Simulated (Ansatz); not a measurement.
Base system: V3Si in the A15 (Cr3Si type) structure (space group Pm-3n, No. 223; a = 4.701 Å).

(Cell as relaxed with PBE.)

Levels (all Ansatz, an electronic-structure program, PAW): PBE (420 eV, scalar-relativistic without spin-orbit coupling); PBEsol (420 eV, no spin-orbit coupling).

Each level relaxes its own structure.

```tsv
base	PBE	PBEsol
volume per atom	12.99 Å³	12.56 Å³
lattice parameter a	4.701 Å	4.650 Å
band gap	zero	zero
```

Now apply this change: cell and atoms relaxed at a pressure of 45 GPa.

```csv
quantity,PBE,PBEsol
shortest interatomic distance,2.223 Å,?
band gap,zero,?
```

Question: What does PBEsol give?

Answer: 
- shortest interatomic distance, PBEsol: 2.205 Å
- band gap, PBEsol: zero

PBE's shortest interatomic distance lies 0.018 Å above PBEsol's (0.8 %); the two agree on the band gap. Neither level is exact; PBEsol is the comparison here, not a measurement.

Load acts through the strain it causes; cell and atoms are relaxed under it. Whether these cells are dynamically stable was not tested. No other phases were tried under pressure. Seeded moments were not kept for the base. All final runs are without spin polarisation.
